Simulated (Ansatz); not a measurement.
Cost and result by functional for the surface energy of the (301) surface of beta tin in its 1x1 cell, outermost plane spacing 0.42 Å in the ideal cut, in Ansatz (plane waves, PAW). Single points on the PBE structure, on one kind of machine; costs are rough ratios of the slab run's core time (references not counted) to the cheapest single point. r2SCAN's cost holds its higher cutoff (500 against 420 eV). Differences are taken against r2SCAN for comparison alone: no measured value is at hand, so the table doesn't rank accuracy.

Slab: 14 atoms, 10.5 Å thick at the start; k 7x7x1, smearing 0.1 eV, dipole-corrected; all atoms relaxed; held to the start's symmetry, so lower structures may exist; no spin, no spin-orbit, no U. These notes are the PBE run's.

| functional | relative cost | surface energy (J/m²) | less r2SCAN (J/m²) |
|---|---|---|---|
| PBEsol | 1 | 0.46 | 0.04 |
| LDA | 1 | 0.48 | 0.06 |
| RPBE | 1 | 0.31 | -0.11 |
| r2SCAN | 2 | 0.42 | 0.00 |
| PBE (the relaxed run's value) | – | 0.38 | -0.03 |

The values span 0.17 J/m², while the single points' costs differ by a factor of roughly 2. Differences are of unrounded values.

Ansatz is a program for electronic structure.
